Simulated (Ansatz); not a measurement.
## P, element substitutions

Take P in the black-P type structure (space group Cmce, No. 64; layered, stacked along the Cartesian y axis) as the base.

```yaml
crystal:
  lattice:
    - [1.65108, -5.34538, 0.00000]
    - [1.65108, 5.34538, 0.00000]
    - [0.00000, 0.00000, 4.46666]
  atoms:
    - { symbol: P, position: [0.40092, 0.59908, 0.58510] }
    - { symbol: P, position: [0.59908, 0.40092, 0.41490] }
    - { symbol: P, position: [0.90092, 0.09908, 0.91490] }
    - { symbol: P, position: [0.09908, 0.90092, 0.08510] }
```

Each row replaces one element on all its sites; cell and atoms are relaxed.

Level of theory: r2SCAN+rVV10/PAW in Ansatz (a quantum-chemistry and plane-wave program), spin-orbit coupling left out.

```
case    shortest interatomic distance       space group
------  -----------------------------  ----------------
base                          2.213 Å     Cmce (No. 64)
P → As                        2.473 Å     Cmce (No. 64)
P → Ru                        2.424 Å  I4/mmm (No. 139)
P → Ga                        2.648 Å     Fmmm (No. 69)
P → Os                        2.476 Å  I4/mmm (No. 139)
```

No phonon test of stability was made. As relaxed here, Ru, Ga and Os are hypothetical phases, not in the database extracts checked. All final runs are without spin polarisation. This is not the structure that As has at room temperature and ambient pressure.
